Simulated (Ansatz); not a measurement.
Base system: MoS2 in the 3R-MoS2 type structure (space group R3m, No. 160; layered, stacked along the Cartesian z axis).

```
MoS2
1.0
    1.55787     0.89944     5.78587
   -1.55787     0.89944     5.78587
    0.00000    -1.79888     5.78587
Mo S
1 2
Direct
  0.00004   0.00004   0.00004
  0.75646   0.75646   0.75646
  0.57680   0.57680   0.57680
```

Cartesian axes are those of the cell as printed.

All numbers come from DFT with PBEsol-D3(BJ), PAW potentials and a 420 eV plane-wave cutoff in Ansatz (a quantum-chemistry and plane-wave program), spin-orbit coupling left out, earlier PAW set.

Strains are applied to the cell and any free atomic positions relax; under biaxial strain the out-of-plane vector relaxes too.

One change was made to it. Results:

The hole mass changes from 1.1 mₑ along k, 0.46 mₑ across (at T) to 0.86 mₑ along k, 0.77 mₑ across (at T); the energy grows by 35 meV/atom.

Problem. Which change produced these results?
A. uniaxial strain ε_zz = −0.23 %
B. uniaxial strain ε_zz = −0.20 %
C. uniaxial strain ε_yy = +5.69 %
D. biaxial strain −3.27 %, plane normal [001], relaxed out of plane

Solution. D, biaxial strain −3.27 %, plane normal [001], relaxed out of plane. For comparison, the hole mass in the other runs: uniaxial strain ε_zz = −0.23 % gives 1.2 mₑ along k, 0.45 mₑ across (at T); uniaxial strain ε_yy = +5.69 % gives 0.52 mₑ along x, 0.30 mₑ along y, 1.5 mₑ along z (at T); uniaxial strain ε_zz = −0.20 % gives 1.2 mₑ along k, 0.45 mₑ across (at T).

The levels and masses belong to the bands next to the band gap. Effective masses come from finite differences of ±0.01 Å⁻¹. Along k means along the line from Γ to the band edge. Whether these cells are dynamically stable was not tested.
